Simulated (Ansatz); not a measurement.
GaP (F-43m), PBEsol with spin-orbit coupling, rigid bands run with Ansatz (a program for electronic structure): N_v = 2.21e19 cm⁻³ at 300 K and a hole conductivity mass of 0.478 mₑ.

Q: For 1e17 holes per cm³ at 300 K, place the Fermi level, estimate the Seebeck coefficient of a parabolic band with constant τ, and give mobility and conductivity for τ = 20 fs.

A: The level lies k_BT ln(N_v/p) = 0.140 eV above the valence-band maximum. S ≈ +(k_B/e)[ln(N_v/p) + 5/2] = 681 μV/K, against 709 μV/K from the full bands (mean over directions). μ = eτ/m = 73.6 cm²/(V·s) and σ = peμ = 1.18 S/cm. τ is assumed, not computed.

Band transport and this doping are assumed; polarons and phonon drag are left out.
